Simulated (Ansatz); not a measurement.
## Ga2O3: response to strain

The reference is Ga₂O₃ in the corundum structure (space group R-3c, No. 167; a = 5.058 Å, c = 13.623 Å (hexagonal axes)).

Strains are applied to the cell and any free atomic positions relax.

Calculations: plane-wave PAW DFT at the PBE level (Ansatz, a first-principles code, 420 eV), no spin-orbit coupling.

Notes on the quantities. pressure: mean of the normal stresses, compression positive.

| isotropic strain (%) | pressure (GPa) |
|---|---|
| -3 | 22.5 |
| -2.25 | ? |
| -1.5 | 10.1 |
| -0.75 | 4.8 |
| 0 | 0.0 |

Question: Fit P = P₀ − Bδ + Cδ² with δ = (1 + ε)³ − 1 to the rows shown and predict the withheld row.

Answer: Least squares on the printed values gives P₀ = 0.0 GPa, B = 198 GPa (at held cell shape), C = 683 GPa (largest residual 0.0 GPa); this predicts 16.0 GPa, and the run gives 16.0 GPa, in agreement.

Stability against distortions was not tested.
